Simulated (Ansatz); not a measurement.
Consider GeSe in the GeS type structure (space group Pnma, No. 62; a = 10.962 Å, b = 3.876 Å, c = 4.431 Å; layered, stacked along the Cartesian x axis). Axes: x, y, z lie along a, b, c of the conventional cell.

Level of theory: PBE-D3(BJ) in Ansatz (plane waves to 420 eV, PAW, no spin-orbit coupling), earlier PAW set.

Strains are applied to the cell and any free atomic positions relax; under biaxial strain the out-of-plane vector relaxes too.

One change was made to it. Results:

```json
[
 {"quantity": "smallest direct gap", "base": "0.93 eV", "after": "0.93 eV"},
 {"quantity": "band gap", "base": "0.73 eV", "after": "0.71 eV"}
]
```

**Question.** Which of these changes matches the shifts?
A. biaxial strain +0.24 %, plane normal [001], relaxed out of plane
B. uniaxial strain ε_xx = +3.61 %
C. biaxial strain +2.80 %, plane normal [001], relaxed out of plane
D. biaxial strain −2.32 %, plane normal [001], relaxed out of plane

**Answer.** A, biaxial strain +0.24 %, plane normal [001], relaxed out of plane. For comparison, the band gap in the other runs: biaxial strain −2.32 %, plane normal [001], relaxed out of plane gives 0.82 eV; uniaxial strain ε_xx = +3.61 % gives 0.64 eV; biaxial strain +2.80 %, plane normal [001], relaxed out of plane gives 0.62 eV.

Whether these cells are dynamically stable was not tested. The D3 term's C6 switches between coordination references near this geometry, which can add small steps to energies.

Ansatz is a quantum-chemistry and plane-wave program.
